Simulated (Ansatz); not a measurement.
Consider Hf in the hcp (Mg type) structure (space group P6_3/mmc, No. 194; a = 3.1983 Å, c = 5.0488 Å; relaxed with 0.1 eV smearing). Axes: x lies along a and z along c of the hexagonal cell.

Level of theory: r2SCAN/PAW in Ansatz (an electronic-structure program), spin-orbit coupling left out.

For the base:

The shortest interatomic distance is 3.128 Å and the band gap comes out as zero.

Perturbation: uniaxial strain ε_zz = +0.50 %, all other strain components held at zero; the atoms relax in the strained cell.

### Question
Estimate the effect on the stress, energy relative to the base, shortest interatomic distance and band gap.

### Answer
The stress (xx, yy, zz, yz, xz, xy; compression positive) is (-0.3, -0.3, -1.0, 0.0, 0.0, 0.0) GPa; the energy increases by 0.4 meV/atom; the shortest interatomic distance goes up by 0.010 Å, from 3.128 Å to 3.138 Å; the band gap stays zero.

Stability against distortions was not tested. The final runs are not spin-polarised.
